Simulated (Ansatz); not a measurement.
Take TiO$_{2}$ in the anatase structure (space group I4_1/amd, No. 141; a = 3.7393 Å, c = 9.4551 Å) as the base. Axes: x, y, z lie along a, b, c of the conventional cell.

Computed with DFT with LDA, PAW potentials and a 420 eV plane-wave cutoff in Ansatz (a program for electronic structure), spin-orbit coupling left out.

It is then changed as follows: the cell is compressed by 2.40 % along x with no lateral relaxation; the atoms relax in the strained cell.

Task: Predict the stress tensor and what it implies for the stiffness.

Result: Stress of the strained cell less that of the base (GPa, compression positive):
```
  10.25    0.00    0.00
   0.00    4.21    0.00
   0.00    0.00    4.32
```

Then −Δσ_ii/ε with ε = -0.0240 gives secant stiffness values (nonlinear terms included at this strain): C11 ≈ 427 GPa, C12 ≈ 175 GPa and C13 ≈ 180 GPa.

As a check, the harmonic strain energy −½ V₀ Δσ:ε is 8.5 meV/atom; the computed energy rise is 8.2 meV/atom.

Whether these cells are dynamically stable was not tested. All final runs are without spin polarisation.
